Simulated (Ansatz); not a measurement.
Ansatz (a program for electronic structure) run on Ti3Ga (P3m1, 8 atoms in the cell): self-consistent single point

Method of the run: PBEsol, default PAW files made with PBE (plane waves; Ansatz).

Input:

Ansatz 0.2 input:
```yaml
# Ti3Ga
crystal:
  lattice:
    - [5.715304, 0.000000, 0.000000]
    - [-2.857652, 4.949599, 0.000000]
    - [0.000000, 0.000000, 4.642025]
  atoms:
    - { symbol: Ti, position_ang: [-0.000000, 1.688803, 3.481519] }
    - { symbol: Ti, position_ang: [2.857652, 3.260796, 1.160506] }
    - { symbol: Ti, position_ang: [4.252758, 0.844402, 1.160506] }
    - { symbol: Ti, position_ang: [-1.395106, 4.105197, 3.481519] }
    - { symbol: Ti, position_ang: [1.395106, 4.105197, 3.481519] }
    - { symbol: Ti, position_ang: [1.462546, 0.844402, 1.160506] }
    - { symbol: Ga, position_ang: [2.857655, 1.649865, 3.531518] }
    - { symbol: Ga, position_ang: [-0.000003, 3.299734, 1.160506] }
basis:
  ecutwfc: 30.9 Ry
kpoints:
  mp_grid: { grid: [5, 5, 5] }
hamiltonian:
  xc: pbesol
  pseudopotentials: { kind: paw }
scf:
  occupations: { method: fermi_dirac, width: 0.0073 Ry }
output:
  forces: true
  eigenvalues: true
  stress: true
```

The program printed (abridged):

```
WARN the atoms were moved onto the symmetric positions of the space group found under crystal.symmetry.tolerance 1.0e-5 (fractional …
WARN ansatz: RAYON_NUM_THREADS=1 ignored (pool sized by the plan → 1); use --threads N
Pseudopotentials: kind: paw
Pseudopotential: Ti, paw, valence charge 12
Pseudopotential: Ga, paw, valence charge 13
Crystal: 8 atoms, lattice volume = 131.316 Å³
Basis set: ecut = 420.4159175005146 eV, 2607 PW (Γ), exchange–correlation on 80×80×64 points (8 copies of the dense FFT grid, shifted against one another)
Bands: 59, of which v1, the nominal top of the filled ones, is band 49 counted from 1 (48 counted from 0)
Symmetry: 6 space group operations
Space group: P3m1 (ITA 156), of the structure as read, at distance tolerance 5.1e-5 Å
k-points: 19 of 125 (time reversal used)
PAW frozen core: Ti, regenerated for the run's functional, and the local potential with it
PAW frozen core: Ga, regenerated for the run's functional, and the local potential with it
Initial density: superposition of atomic densities (neutral atoms: chi_scale 0, normalization atom), corrected by the library's trained network
Initial wavefunctions: pseudopotential atomic-orbital guess
Eigensolver: davidson
Functional: x = pbesol(κ = 0.804, μ = 0.12345679012345678), c = pbesol(β = 0.046)
SCF iter   1: F=—  HF=-22332.657447 eV  |F-HF|=—  |Δ(HF+E_count)|=         —  Δρ=6.49e-3  dr2=4.05e-2  ethr=1.77e-3  ⟨swp⟩=6.4  Hψ=4442  notcnv=0
all-band conjugate gradients solve this SCF's bands
preconditioner: auto → Kerker (q_TF=auto, 2.598 Å⁻¹)
SCF iter   2: F=—  HF=-22332.646686 eV  |F-HF|=—  |Δ(HF+E_count)|=   1.08e-2  Δρ=3.06e-3  dr2=1.01e-2  ethr=4.13e-5  ⟨swp⟩=3.0  Hψ=2366  notcnv=0
SCF iter   3: F=—  HF=-22332.644717 eV  |F-HF|=—  |Δ(HF+E_count)|=   1.97e-3  Δρ=8.14e-4  dr2=1.04e-3  ethr=1.03e-5  ⟨swp⟩=3.0  Hψ=2347  notcnv=0
SCF iter   4: F=—  HF=-22332.644458 eV  |F-HF|=—  |Δ(HF+E_count)|=   2.59e-4  Δρ=3.89e-4  dr2=2.49e-4  ethr=1.06e-6  ⟨swp⟩=2.0  Hψ=1533  notcnv=0
SCF iter   5: F=—  HF=-22332.644371 eV  |F-HF|=—  |Δ(HF+E_count)|=   8.75e-5  Δρ=1.59e-4  dr2=4.96e-5  ethr=2.54e-7  ⟨swp⟩=2.0  Hψ=1536  notcnv=0
SCF iter   6: F=—  HF=-22332.644310 eV  |F-HF|=—  |Δ(HF+E_count)|=   6.10e-5  Δρ=3.33e-5  dr2=2.53e-6  ethr=5.07e-8  ⟨swp⟩=2.0  Hψ=1383  notcnv=0
SCF iter   7: F=-22332.644309 eV  HF=-22332.644309 eV  |F-HF|=5.63e-8  |Δ(HF+E_count)|=   6.16e-7  Δρ=6.64e-6  dr2=8.57e-8  ethr=1.02e-10  ⟨swp⟩=4.2  Hψ=4439  notcnv=0
SCF 1 converged in 7 iterations: F = -22332.644309 eV  dr2 = 8.57e-8
SCF converged after 7 iterations
Free energy (F): -22332.644309 eV
Harris-Foulkes:  -22332.644309 eV  (|F-HF|=5.63e-8)
Internal energy: -22332.411467 eV  (E = F + TS)
E sigma→0 (E₀):  -22332.527888 eV
Entropy (-TS):   -0.232842 eV (-29.105 meV/atom)
Fermi energy:    13.285660 eV
--- Per-component energies (eV) ---
  E_band       = -901.128186
  E_kinetic    = 1869.713863
  E_local      = -8094.109449  (includes V_loc(G=0)·N_el)
  E_nonlocal   = 905.978263
  E_hartree    = 3553.219494
  E_xc         = -720.293721
  E_vxc        = -849.252778  (∫ρ·V_xc dr)
  E_paw        = -10030.825297  (= ΣΔE_a)
  E_vpaw       = -1839.894759  (= ΣTr[D̂ρ^β])
  E_aug_tail   = 0.000355  (compensation charges beyond the density's cutoff)
  E_ewald      = -9818.657236
  E_core_change = 2.562262  (= ΣΔE_core)
  E_smearing   = -0.232842  (= −TS)
  E_closure    = -0.000000  (closes the sum)
  Σ components = -22332.644309   (vs F -22332.644309, Δ=0.00e0)
--- Forces (eV/Å), atoms counted from 1 ---
  atom   1  Ti     0.00000000    -0.05156340     0.02473074
  atom   2  Ti     0.00000000     0.05892010     0.08840525
  atom   3  Ti     0.05102631    -0.02946005     0.08840525
  atom   4  Ti    -0.04465521     0.02578170     0.02473074
  atom   5  Ti     0.04465521     0.02578170     0.02473074
  atom   6  Ti    -0.05102631    -0.02946005     0.08840525
  atom   7  Ga     0.00000000    -0.00000000    -0.35726533
  atom   8  Ga    -0.00000000     0.00000000     0.01784350
  max |Σ_I F_I| component: 1.39e-5 eV/Å
--- Stress (GPa, compression-positive) ---
       -5.082248       0.000000       0.000000
        0.000000      -5.082248       0.000000
        0.000000      -0.000000      -4.489750
  P = ⅓ Tr σ = -4.8847 GPa (-48.847 kbar)
  The stress holds the Pulay correction. Without it, at fixed plane waves, as pw.x and ABINIT print it: P = -4.9039 GPa
--- Band table (eV; the first three rows and the last of 19) ---
  k-point 0: bands = ["-43.1340", "-43.0359", "-43.0293", "-43.0293", "-42.9823", "-42.9823", "-19.7587", "-19.7500", "-19.6283", "-19.6129", "-19.6129", "-19.5571", "-19.5571", "-19.5436", "-19.5436", "-19.3979", "-19.3061", "-19.3061", "-19.2458", [...]
  k-point 1: bands = ["-43.1247", "-43.0453", "-43.0248", "-43.0248", "-42.9868", "-42.9868", "-19.7541", "-19.7415", "-19.6709", "-19.6709", "-19.6025", "-19.5975", "-19.5975", "-19.4557", "-19.4557", "-19.3812", "-19.2924", "-19.2924", "-19.2876", [...]
  k-point 2: bands = ["-43.1003", "-43.0699", "-43.0130", "-43.0130", "-42.9985", "-42.9985", "-19.7440", "-19.7364", "-19.6981", "-19.6981", "-19.6653", "-19.6653", "-19.5165", "-19.3936", "-19.3519", "-19.3519", "-19.3373", "-19.2943", "-19.2943", [...]
  k-point 18: bands = ["-43.0618", "-43.0613", "-43.0415", "-43.0195", "-43.0086", "-43.0011", "-19.6945", "-19.6667", "-19.6251", "-19.5912", "-19.5824", "-19.5406", "-19.4793", "-19.4621", "-19.4434", "-19.4232", "-19.3690", "-19.3513", [...]
```

The run converged in 7 iterations.

The starting cell comes from a database of computed structures (which also holds hypothetical and non-ambient phases and stackings), without a prior relaxation at this level. Its lattice was rescaled by up to half a per cent. One atom was moved a little off its site on purpose. Spin polarisation is off. With a pressure of about -5 GPa the cell is away from its equilibrium volume at this level. Ansatz's pressure includes its estimate of the finite-basis (Pulay) stress.
